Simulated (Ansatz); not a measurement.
Functionals compared on the (21-32) surface of hcp Zr in its 1x1 cell, outermost plane spacing 0.65 Å in the ideal cut, in Ansatz (plane waves, PAW). The structure was relaxed with PBE; the other rows are single points on it, each with its references at the same level. Cutoff 420 eV (500 eV for r2SCAN).

Set-up: 22 atoms, 10.4 Å thick at the start (thin: gaps and levels are the slab's own); mesh 7x5x1; 0.1 eV smearing; dipole correction on; all atoms relaxed; held to the start's symmetry, so lower structures may exist; no spin, no spin-orbit, no U. These notes are the PBE run's.

```
functional  surface energy (J/m²)  work function of the top face (eV)         rough cost of the single point
----------  ---------------------  ----------------------------------  -------------------------------------
PBE                          1.72                                3.55                                      –
LDA                          1.94                                3.78          around 5 core-minutes (rough)
PBEsol                       1.89                                3.62  about 5 core-minutes (a rough figure)
RPBE                          [?]                                 [?]  about 5 core-minutes (a rough figure)
r2SCAN                       1.86                                3.55         around 16 core-minutes (rough)
```

Fill in the missing entries.


- RPBE, surface energy (J/m²): 1.61
- RPBE, work function of the top face (eV): 3.42

Ansatz is an electronic-structure program.
